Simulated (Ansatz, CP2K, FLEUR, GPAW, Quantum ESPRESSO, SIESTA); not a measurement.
# Be3N2 (R3m, 5 atoms in the cell) computed with different codes at matched settings

Self-consistent single point.

```
Be3N2
1.0
    1.41980     0.81973     4.86622
   -1.41980     0.81973     4.86622
    0.00000    -1.63945     4.86622
Be N
3 2
Direct
  0.85900   0.85900   0.85900
  0.31769   0.31769   0.31769
  0.08881   0.08881   0.08881
  0.20416   0.20416   0.20416
  0.70844   0.70844   0.70844
```

All programs got the same cell, k-point mesh and kind of occupations (some realise fixed ones as a very narrow smearing) (in Ansatz's words: kpoints.mp_grid.grid = 9 9 9; scf.occupations.method = fixed); potentials, basis and cutoffs are each program's usual ones.

```csv
code,model,pressure (GPa),largest force (eV/Å),gap on the mesh (eV),k-points,cutoff
SIESTA,"LDA PW92, numerical atomic orbitals TZP, PseudoDojo LDA standard norm-conserving potentials (rewritten from UPF to PSML)",-7.50,0.166,2.926,365,grid 350 Ry
Quantum ESPRESSO,"LDA (PZ), GBRV 1.5 ultrasoft (LDA) pseudopotentials",-7.32,0.038,2.884,85,40 Ry
CP2K,"LDA (Pade form), GPW, DZVP-MOLOPT-SR-GTH basis, GTH-PADE potentials (GTH_POTENTIALS)",-5.19,0.235,3.606,365,grid 600 Ry
Ansatz,"LDA (PW92), PAW files made with PBE",-7.92,0.045,2.890,85,default
GPAW,"LDA (Perdew-Wang 92), GPAW PAW datasets LDA (gpaw-data 1.0.1)",–,0.023,2.886,85,900 eV
FLEUR,"LDA (Perdew-Zunger), all-electron FLAPW (FLEUR), scalar-relativistic valence",–,0.040,2.899,85,Kmax 4.1 1/bohr
```

Size of the force on each atom (eV/Å): Sizes of forces hide their directions.

| code | Be1 | Be2 | Be3 | N4 | N5 |
|---|---|---|---|---|---|
| SIESTA | 0.068 | 0.162 | 0.166 | 0.070 | 0.003 |
| Quantum ESPRESSO | 0.005 | 0.031 | 0.031 | 0.038 | 0.033 |
| CP2K | 0.078 | 0.235 | 0.168 | 0.063 | 0.051 |
| Ansatz | 0.012 | 0.043 | 0.042 | 0.045 | 0.033 |
| GPAW | 0.007 | 0.023 | 0.016 | 0.004 | 0.004 |
| FLEUR | 0.018 | 0.040 | 0.038 | 0.032 | 0.014 |

A dash marks a value that a program does not give, or that is left out as unsure.

Gaps are read on the mesh. Another mesh or the band path gives a smaller gap, so these values are not converged in the mesh.

The spread over the programs that give each value: pressure within 2.73 GPa; largest force within 0.212 eV/Å; gap on the mesh within 0.722 eV.

The starting cell comes from a database of computed structures (which also holds hypothetical and non-ambient phases and stackings), without a prior relaxation at this level. On Ansatz's run: In the base run, with a pressure of about -8 GPa the cell is away from its equilibrium volume at this level.

**Question.** Why do the programs differ, and what cannot be compared?

**Answer.** Differences of this kind can come from the potentials, where these differ, and from what each basis and cutoff leave unconverged. The valence holds different numbers of electrons (SIESTA 22, Quantum ESPRESSO 22, CP2K 22, Ansatz (a program for electronic structure) 16, GPAW 16, FLEUR 16). The zero of total energies and Fermi levels follows the potentials and each program's conventions, so they are not compared here. SIESTA and CP2K use small atom-centred bases, whose incompleteness enters pressures, forces and empty levels differently from a plane-wave cutoff. FLEUR treats all electrons, but the usual bases taken here (sphere radii, linearisation, local orbitals, empty states) were not tested for convergence, so the values are no reference for the others. Ansatz's pressure is given at a fixed set of plane waves, as the other plane-wave codes print theirs; with its correction for the finite basis it is -7.52 GPa (the shift of 0.40 GPa shows how far the cutoff is from converged). The pressure of GPAW is left out: its cutoff lies under the one at which its stress was checked. The same LDA comes in different parametrisations, which differ slightly. The programs reduce the same mesh by symmetry to different extents, which changes the work and not the result. In the pressure, CP2K (by 2.42) lies more than 1 GPa from the median of the plane-wave programs. In the gap, CP2K (by 0.720) lies more than 0.12 eV from the median of the plane-wave programs. In the force vectors, SIESTA (by 0.134) and CP2K (by 0.204) lie more than 0.08 eV/Å from the median of the plane-wave programs.

Left out of this page: ABINIT (with a known weakness of the program).

Keys are those of Ansatz 0.2.
